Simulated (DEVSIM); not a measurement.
Structure: abrupt Si p-n junction, at 300 K.

Layer 1 from the left is Si, thickness (μm) 0.330, Na (cm⁻³) 6.2e17, τn (s) 0.00034, τp (s) 0.00034. Layer 2 from the left is Si, thickness (μm) 140, Nd (cm⁻³) 1.9e16, τn (s) 0.00034, τp (s) 0.00034.

Left contact: ohmic. Right contact: ohmic. Voltage is applied to the left contact. Recombination: SRH at mid-gap, Auger. Mobility is μmin + (μ − μmin)/(1 + (N/Nref)^α).

Constants are typed, rounded textbook-type inputs, not results; the design itself was drawn at random and stands for no fabricated device. Values at 300 K.

Si: gap (eV) 1.124, affinity (eV) 4.05, permittivity 11.7, Nc (cm⁻³) 2.86e19, Nv (cm⁻³) 3.1e19, μn (cm²/Vs) 1417, μp (cm²/Vs) 470, μn,min 52, μp,min 45, Nref,n 9.7e16, Nref,p 2.2e17, αn 0.68, αp 0.72, Cn (cm⁶/s) 2.8e-31, Cp (cm⁶/s) 9.9e-32.

Model (solved in DEVSIM): 1D drift-diffusion, Boltzmann statistics, complete ionisation; no tunnelling, impact ionisation, image-force lowering or self-heating.

Dark forward current:

```
|V| (V)  |J| (A/cm²)
-------  -----------
0.05       6.353e-11
0.10       4.644e-10
0.15        3.143e-9
0.20        2.141e-8
0.25        1.470e-7
0.30        1.013e-6
0.35        6.997e-6
0.40        4.835e-5
0.45       0.0003341
0.50        0.002309
0.55         0.01593
0.60          0.1086
0.65          0.6901
0.70           3.333
0.75           10.30
0.80           22.67
0.85           40.94
0.90           65.40
0.95           96.29
1.00           133.7
1.05           177.9
1.10           228.8
1.15           286.5
1.20           351.0
1.25           422.4
1.30           500.8
```

Q: Work out the local ideality factor n = ΔV / (kT/q · ln(J2/J1)) between the rows 0.15 and 0.20 V, 0.45 and 0.50 V, 1.25 and 1.30 V.

A: kT/q = 25.85 mV. From 0.15 to 0.20 V: ln(2.141e-8/3.143e-9) = 1.919, n = 1.01, near the 1 of diffusion or emission over a barrier. From 0.45 to 0.50 V: ln(0.002309/0.0003341) = 1.933, n = 1.00, near the 1 of diffusion or emission over a barrier. From 1.25 to 1.30 V: ln(500.8/422.4) = 0.170, n = 11.36.

Q: Estimate the current at 0.40 V from the Shockley equation with J0 = Σ q ni² D/(N L) coth(W/L), τ joining the SRH, radiative and Auger lifetimes that are on, and W taken as the whole layer.

A: ni² = 1.16e20 cm⁻⁶; electrons in the p layer: μ = 353 cm²/Vs, D = 9.13 cm²/s, τ = 2.44e-5 s, L = 149 μm, W/L = 0.0022, term 8.29e-12 A/cm²; holes in the n layer: μ = 408 cm²/Vs, D = 10.5 cm²/s, τ = 0.000329 s, L = 589 μm, W/L = 0.24, term 7.49e-13 A/cm². J0 = 9.03e-12 A/cm², and J = J0 exp(qV/kT) = 4.74e-5 A/cm². The simulation gives 4.84e-5 A/cm²; the estimate lies 1.9 % below. The estimate leaves out recombination in the depletion region and that region's share of W.
